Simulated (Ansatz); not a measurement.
How far PBE and PBEsol part for SnO2, O vacancy

The reference is a 24-atom supercell of SnO2 in the rutile structure (space group P4_2/mnm, No. 136; a = 4.828 Å, c = 3.238 Å) at its relaxed geometry.

(Cell as relaxed with PBE.)

Levels (all Ansatz, an electronic-structure program, PAW, earlier PAW set): PBE (420 eV, no spin-orbit coupling); PBEsol (420 eV, no spin-orbit coupling).

Each level relaxes its own structure.

Modification: a neutral O vacancy, atoms relaxed at fixed cell, starting from a slightly rattled geometry.

| quantity | PBE | PBEsol |
|---|---|---|
| shift of the gap caused by the change | +0.25 eV | [?] |
| total moment of the cell | 0.0 μB | [?] |
| gap of the supercell | 0.93 eV | [?] |
| pressure | 0.8 GPa | [?] |
| largest displacement of a host atom from its site in the perfect cell | 0.08 Å | [?] |

**Question.** Given the PBE results, estimate those of PBEsol.

**Answer.** 
- shift of the gap caused by the change, PBEsol: +0.15 eV
- total moment of the cell, PBEsol: 0.0 μB
- gap of the supercell, PBEsol: 1.08 eV
- pressure, PBEsol: 0.2 GPa
- largest displacement of a host atom from its site in the perfect cell, PBEsol: 0.08 Å

PBE's shift of the gap caused by the change lies 0.10 eV above PBEsol's; PBE's gap of the supercell lies 0.15 eV below PBEsol's; PBE's pressure lies 0.54 GPa above PBEsol's; the two agree on the total moment of the cell and largest displacement of a host atom from its site in the perfect cell. Neither level is exact; PBEsol is the comparison here, not a measurement.

The magnetic state is the one reached from the starting moments; the real material's order can differ, and small cells can't hold many antiferromagnetic ones. The cell is small, so the values are those of an ordered compound at a high defect concentration; dilute-limit values will differ. Seeded moments were not kept for O vacancy.
